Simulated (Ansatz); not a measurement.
Amorphous Al$_{28}$O$_{43}$Ca, 72 atoms at 3.11 g/cm³, one PBE-relaxed geometry, zone centre. Methods: PBE, scalar-relativistic without spin-orbit coupling (Ansatz, a program for electronic structure); r2SCAN, scalar-relativistic without spin-orbit coupling (Ansatz); HSE06, scalar-relativistic without spin-orbit coupling (Ansatz). Plane waves to 420 eV (r2SCAN 500 eV); exact exchange is cut at the cell's faces. At PBE the levels at the filled edge of the gap are localised (band-tail or defect states), and the nearest spread-out levels lie 4.3 eV apart at the zone centre. All rungs ran without spin polarisation.

It comes from a melt-quench run on a machine-learned potential (CHGNet), relaxed afterwards by DFT. O atoms were pushed apart under 1.9 Å during the dynamics, to hinder bonds among them. The hot cell started wider than the set density and was brought back towards it in steps. It is the lowest in DFT energy of 2 quenches. It is a model cell: composition and starting density were chosen by hand, and all elements were melted together. No dispersion term was used. Its density started from a set value of 3.11 and ended at 3.11 g/cm³. The quench (nominally 340 K/ps over its main leg) was far faster than any real one, so the model tends to hold more defects than a real film. A cell of this size samples the disorder only roughly. The volume was held where the preparation left it and the shape relaxed, at a PBE pressure of 4.6 GPa. Stress components on the final sampling reach 4.6 GPa.

The relaxation ran on the zone centre alone. At PBE the level gap is 3.73 eV on a 2×2×2 Γ-centred mesh, and the spacing at the zone centre alone 3.76 eV.

### Question
What zone-centre spacing does r2SCAN give, roughly?

### Answer
4.39 eV (+0.63 eV against PBE).

### Question
What zone-centre spacing does HSE06 give, roughly?

### Answer
5.46 eV (+1.70 eV against PBE).

The highest filled and the lowest empty state spread over these numbers of atoms (participation numbers): PBE: 5.1 and 66.2; r2SCAN: 5.1 and 65.4; HSE06: 4.9 and 65.7.
